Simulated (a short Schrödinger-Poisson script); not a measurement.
System: MOS inversion layer, SiO2 on p-type Si(110), at 300 K.

From the gate side: 2 nm SiO2; 1000 nm Si, acceptors 1.7e17 cm⁻³.

Constants are typed, rounded textbook-type inputs, not results; the design itself was drawn at random and stands for no fabricated device. SiO2: permittivity 3.9, conduction-band edge (eV) 3.15, gap (eV) 9, electron mass (mₑ) 0.5. Si: permittivity 11.7, conduction-band edge (eV) 0, gap (eV) 1.124, Nv at 300 K (cm⁻³) 3.1e19.

Channel valleys (confinement mass, in-plane density-of-states mass, number): Δ4 0.315, 0.324, 4; Δ2 0.19, 0.417, 2. At the gate the conduction-band edge of layer 1 lies 3.41 eV − eVg above the Fermi level of the channel; the field vanishes at the back. Gaps are held at their typed values at every temperature. Mesh 0.03 nm at interfaces.

Solved with a short Schrödinger-Poisson script written for these runs: 1D Poisson equation in equilibrium, electrons quantum, Hartree (BenDaniel-Duke, 12 states a valley, the channel's in-plane mass for all, wave functions ending at the dielectric), parabolic valleys, classical holes, full ionisation, no traps, pinning or gate leakage.

| Vg (V) | electrons (cm⁻²) | C (μF/cm²) | Δ4 E0 (meV from the Fermi level) | Δ2 E0 (meV from the Fermi level) |
|---|---|---|---|---|
| 0.3 | 2.02e10 | 0.212 | 179.0 | 194.9 |
| 0.4 | 2.44e11 | 0.712 | 113.9 | 130.9 |
| 0.5 | 7.82e11 | 1.02 | 82.8 | 101.5 |
| 0.6 | 1.46e12 | 1.15 | 65.7 | 86.1 |
| 0.7 | 2.19e12 | 1.22 | 54.1 | 76.3 |
| 0.8 | 2.96e12 | 1.26 | 45.3 | 69.3 |
| 0.9 | 3.76e12 | 1.29 | 38.1 | 63.9 |
| 1 | 4.57e12 | 1.32 | 32.1 | 59.5 |
| 1.1 | 5.40e12 | 1.34 | 26.8 | 55.8 |
| 1.2 | 6.24e12 | 1.35 | 22.1 | 52.7 |
| 1.3 | 7.09e12 | 1.37 | 17.8 | 50.0 |
| 1.4 | 7.94e12 | 1.38 | 13.9 | 47.6 |
| 1.5 | 8.81e12 | 1.39 | 10.3 | 45.5 |
| 1.6 | 9.68e12 | 1.40 | 7.0 | 43.5 |
| 1.7 | 1.06e13 | 1.40 | 3.8 | 41.8 |
| 1.8 | 1.14e13 | 1.41 | 0.8 | 40.1 |
| 1.9 | 1.23e13 | 1.42 | -2.1 | 38.6 |

Gate voltages with under 1e9 electrons/cm² are left out.

### Question
At Vg = 1.9 V the lowest Δ4 subband lies at -2.1 meV from the Fermi level. How many electrons does it hold, and what share of all?

### Answer
The two-dimensional density of states is g m/(πħ²) = 5.41e11 cm⁻² meV⁻¹ (both spins), kT = 25.9 meV, so n = D kT ln(1 + exp(−E/kT)) = 1.03e13 cm⁻², 0.84 of the 1.23e13 cm⁻² in all.

### Question
Compare the slope of the sheet density between 1.7 and 1.9 V with the geometric capacitance of the layers between gate and channel.

### Answer
q Δn/ΔV = 1.36 μF/cm²; ε0/Σ(t/ε) = 1.73 μF/cm². The ratio is 0.79: the channel acts as a further capacitance in series.
